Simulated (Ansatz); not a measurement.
**Pressure series in Mo3Te4**

Base system: Mo3Te4 (space group R-3, No. 148).

```
CELL_PARAMETERS angstrom
      5.05309     2.91740     3.90901
     -5.05309     2.91740     3.90901
      0.00000    -5.83480     3.90901
ATOMIC_POSITIONS crystal
  Te 0.28926 0.28926 0.28926
  Te 0.71074 0.71074 0.71074
  Te 0.87913 0.61752 0.24755
  Te 0.12087 0.38248 0.75245
  Te 0.24755 0.87913 0.61752
  Te 0.75245 0.12087 0.38248
  Te 0.61752 0.24755 0.87913
  Te 0.38248 0.75245 0.12087
  Mo 0.95422 0.25792 0.08050
  Mo 0.04578 0.74208 0.91950
  Mo 0.08050 0.95422 0.25792
  Mo 0.91950 0.04578 0.74208
  Mo 0.25792 0.08050 0.95422
  Mo 0.74208 0.91950 0.04578
```

Cell and atoms are relaxed at each pressure.

Calculations: PBEsol (Ansatz, a program for electronic structure; PAW; 420 eV plane waves; scalar-relativistic without spin-orbit coupling).

Notes on the quantities. enthalpy: H = E + PV relative to the base's energy.

```json
[
 {"change": "base", "density": "7.67 g/cm³", "enthalpy": "–", "c/a ratio": "1.160"},
 {"change": "pressure −1 GPa", "density": "7.47 g/cm³", "enthalpy": "-0.16 eV/atom", "c/a ratio": "1.163"},
 {"change": "pressure 0.3 GPa", "density": "7.72 g/cm³", "enthalpy": "+0.05 eV/atom", "c/a ratio": "1.160"},
 {"change": "pressure 0.7 GPa", "density": "7.79 g/cm³", "enthalpy": "+0.11 eV/atom", "c/a ratio": "1.159"},
 {"change": "pressure 1.5 GPa", "density": "___", "enthalpy": "+0.23 eV/atom", "c/a ratio": "___"},
 {"change": "pressure 3 GPa", "density": "8.11 g/cm³", "enthalpy": "+0.45 eV/atom", "c/a ratio": "1.155"},
 {"change": "pressure 5 GPa", "density": "8.35 g/cm³", "enthalpy": "+0.74 eV/atom", "c/a ratio": "1.151"},
 {"change": "pressure 7.5 GPa", "density": "8.59 g/cm³", "enthalpy": "+1.08 eV/atom", "c/a ratio": "1.147"},
 {"change": "pressure 10 GPa", "density": "8.81 g/cm³", "enthalpy": "+1.42 eV/atom", "c/a ratio": "1.142"}
]
```

Problem. What belongs in the blanks?

Solution. 
- pressure 1.5 GPa, density: 7.91 g/cm³
- pressure 1.5 GPa, c/a ratio: 1.158

Load acts through the strain it causes; cell and atoms are relaxed under it. Whether these cells are dynamically stable was not tested. Competing high-pressure phases were not computed. The final runs are not spin-polarised.
